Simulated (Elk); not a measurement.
Band structure of NbC (P6_3/mmc, 4 atoms in the cell).

```xyz
4
Lattice="3.6890 0.0000 0.0000 -1.8445 3.1947 0.0000 0.0000 0.0000 4.4399" Properties=species:S:1:pos:R:3 pbc="T T T"
Nb     0.0000     2.1298     1.1100
Nb     1.8445     1.0649     3.3300
C      0.0000     2.1298     3.3300
C      1.8445     1.0649     1.1100
```

Method: PBEsol, all-electron FP-LAPW, Elk's shipped species files, APW+lo basis with extra local orbitals (Elk 10.2.4).

Settings: xctype = 22; rgkmax = 7.5; stype = 3; swidth = 0.00499791 Ha; ngridk = 8 8 6; gmaxvr = 14 1/bohr; nxlo = 2; lorbcnd = true; rmtscf = 0.85; lmaxi = 3.

The starting cell comes from a database of computed structures (which also holds hypothetical and non-ambient phases and stackings), without a prior relaxation at this level. Its lattice was rescaled by a random factor within 2.5 % of one. Spin polarisation is off. Values depend on the basis (sphere radii, cutoffs, local orbitals), which need not be converged.

Levels in eV from the Fermi level, bands 14 to 21:
```json
[
 {"point": "Γ", "14": "-4.28", "15": "-2.92", "16": "-1.10", "17": "-1.10", "18": "0.20", "19": "0.44", "20": "2.25", "21": "2.25"},
 {"point": "M", "14": "-3.00", "15": "-2.64", "16": "-2.07", "17": "-1.75", "18": "-0.09", "19": "1.76", "20": "1.79", "21": "2.12"},
 {"point": "K", "14": "-3.17", "15": "-3.17", "16": "-3.15", "17": "-1.33", "18": "-0.73", "19": "1.04", "20": "2.40", "21": "2.40"},
 {"point": "A", "14": "-4.94", "15": "-4.78", "16": "-4.78", "17": "1.83", "18": "1.83", "19": "1.83", "20": "1.83", "21": "3.47"},
 {"point": "L", "14": "-4.04", "15": "-3.19", "16": "-3.19", "17": "0.69", "18": "0.69", "19": "1.24", "20": "1.24", "21": "3.36"},
 {"point": "H", "14": "-3.71", "15": "-3.55", "16": "-3.55", "17": "-0.68", "18": "-0.68", "19": "2.46", "20": "2.46", "21": "3.17"}
]
```

Bands cross the Fermi level along this path, so the cell is metallic at this level.
